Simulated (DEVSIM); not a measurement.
## abrupt Ge n-p junction

Structure: abrupt Ge n-p junction, at 250 K.

```tsv
layer (left to right)	material	thickness (μm)	Nd (cm⁻³)	Na (cm⁻³)	τn (s)	τp (s)
1	Ge	0.660	3.2e16	-	8.9e-6	8.9e-6
2	Ge	290	-	1.6e17	8.9e-6	8.9e-6
```

Left contact: ohmic. Right contact: ohmic. Voltage is applied to the left contact. Recombination: SRH at mid-gap. Mobility is μmin + (μ − μmin)/(1 + (N/Nref)^α).

This is a model device: material constants are rounded textbook-type values typed into the input, and sizes, dopings and lifetimes were drawn at random. Values at 300 K; Nc and Nv go as T^1.5, mobilities as T to minus their exponent, the gap by Varshni's rule with the affinity fixed.

```tsv
parameter	Ge
gap (eV)	0.664
affinity (eV)	4
permittivity	16
Nc (cm⁻³)	1.04e19
Nv (cm⁻³)	6e18
μn (cm²/Vs)	3900
μp (cm²/Vs)	1900
μn,min	150
μp,min	100
Nref,n	2.6e17
Nref,p	4e17
αn	0.56
αp	0.6
T exponent of μn	1.66
T exponent of μp	2.33
Varshni α (eV/K)	0.000477
Varshni β (K)	235
```

DEVSIM, 1D drift-diffusion, Boltzmann statistics, complete ionisation; no tunnelling, impact ionisation, image-force lowering or self-heating.

| Item | Result |
|---|---|
| Potential step across the device at zero bias | 0.492 V |
| Largest field in the device at zero bias | 52000 V/cm |
| Dark forward voltage at 1 A/cm² | 0.276 V |
| Dark forward voltage at 100 A/cm² | 0.438 V |

Dark forward current:

| V (V) | J (A/cm²) |
|---|---|
| -0.05 | -2.8e-5 |
| -0.10 | -0.00031 |
| -0.15 | -0.0031 |
| -0.20 | -0.031 |
| -0.25 | -0.31 |
| -0.30 | -2.9 |
| -0.35 | -18 |
| -0.40 | -59 |
| -0.45 | -120 |
| -0.50 | -180 |
| -0.55 | -260 |
| -0.60 | -330 |
| -0.65 | -410 |
| -0.70 | -480 |
| -0.75 | -560 |
| -0.80 | -640 |
| -0.85 | -730 |
| -0.90 | -810 |
| -0.95 | -890 |
| -1.00 | -970 |
| -1.05 | -1100 |
| -1.10 | -1100 |
| -1.15 | -1200 |
